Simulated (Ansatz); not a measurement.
**InGaAs₂ (R3m, No. 160, 4 atoms in the cell; start mp-1223791)**

Calculation: PBEsol+SOC in Ansatz (PAW).

Numerical settings: plane-wave cutoff 520 eV, 16×16×16 k mesh, Fermi–Dirac smearing 0.05 eV, PAW data made under PBE.

Cell (relaxed with PBEsol):

```cif
data_As2GaIn
_chemical_formula_sum 'In1 Ga1 As2'
_space_group_name_H-M_alt 'P 1'
_space_group_IT_number 1
_cell_length_a 7.21712
_cell_length_b 7.21712
_cell_length_c 7.21712
_cell_angle_alpha 33.438
_cell_angle_beta 33.438
_cell_angle_gamma 33.438
loop_
_space_group_symop_operation_xyz
  'x, y, z'
loop_
_atom_site_label
_atom_site_type_symbol
_atom_site_fract_x
_atom_site_fract_y
_atom_site_fract_z
_atom_site_occupancy
In1 In 0.62432 0.62432 0.62432 1
Ga1 Ga 0.12501 0.12501 0.12501 1
As1 As 0.00528 0.00528 0.00528 1
As2 As 0.49537 0.49537 0.49537 1
```

- band gap = 0.01 eV (under three smearing widths, so not firm)
- direct gap at Γ = 0.10 eV (under three smearing widths, so not firm)

Static lattice: no zero-point or thermal effects.

Cost on a shared machine: very roughly 29 core-minutes.

A start named mp-… is a Materials Project structure, which need not be a measured phase.

Ansatz is an electronic-structure program.
